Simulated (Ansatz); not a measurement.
Levels about the gap of amorphous In9Ga9Zn9O37Ca (65 atoms in a cell of 821 Å³, 5.83 g/cm³; zone centre alone, so wide bands show as single levels with stretches between that a denser mesh fills), at the geometry that PBE relaxed, where it gives 0.2 GPa on a denser mesh. The participation number counts the atoms over which a state spreads; weights are charges in smoothed Voronoi cells. The levels come from a single point, so bond lengths are those of that geometry. Method of the levels: r2SCAN, scalar-relativistic without spin-orbit coupling (Ansatz, an electronic-structure program). Sampling: the zone centre alone; Fermi-Dirac width 0.02 eV; no spin polarisation.

A CHGNet melt-quench gave the starting glass, which DFT then relaxed. O atoms were pushed apart under 1.9 Å during the dynamics, to hinder bonds among them. The hot cell started wider than the set density and was brought back towards it in steps. It is the lowest in DFT energy of 2 quenches. It is a model cell: composition and starting density were chosen by hand, and all elements were melted together. No dispersion term was used. Its density started from a set value of 5.81 and ended at 5.83 g/cm³. Cooling (nominally 210 K/ps over its main leg) ran many orders faster than in experiment, which tends to leave more defects and strain. One small periodic cell is one sample of the glass; other quenches scatter about these values. Volume and shape were free in the relaxation.

```csv
"E - E(highest filled), eV",filling,participation number,largest on,weight O,weight In,weight Zn,weight Ga
-0.42,filled,29.9,"O, 3 neighbours",0.87,0.03,0.08,0.02
-0.35,filled,16.4,"O, 3 neighbours",0.88,0.02,0.09,0.01
-0.32,filled,13.4,"O, 3 neighbours",0.88,0.03,0.07,0.01
-0.30,filled,12.5,"O, 3 neighbours",0.88,0.02,0.08,0.02
-0.21,filled,15.3,"O, 4 neighbours",0.84,0.02,0.12,0.01
-0.17,filled,14.8,"O, 3 neighbours",0.83,0.02,0.14,0.01
0.00,filled,11.7,"O, 4 neighbours",0.78,0.02,0.19,0.01
1.40,empty,60.5,"In, 5 neighbours",0.51,0.20,0.15,0.13
3.94,empty,31.7,"In, 5 neighbours",0.58,0.28,0.06,0.08
4.22,empty,40.2,"In, 5 neighbours",0.57,0.21,0.12,0.09
4.48,empty,34.4,"In, 5 neighbours",0.58,0.26,0.11,0.05
4.53,empty,37.6,"In, 5 neighbours",0.57,0.19,0.12,0.11
4.78,empty,46.2,"In, 5 neighbours",0.58,0.20,0.10,0.11
4.89,empty,44.2,"In, 6 neighbours",0.57,0.20,0.11,0.10
```

Most localised among these is the filled level at +0.00 eV, on a O atom, which has 4 neighbours (Zn 1.94 Å, Zn 1.96 Å, Zn 2.00 Å, Ca 2.28 Å).
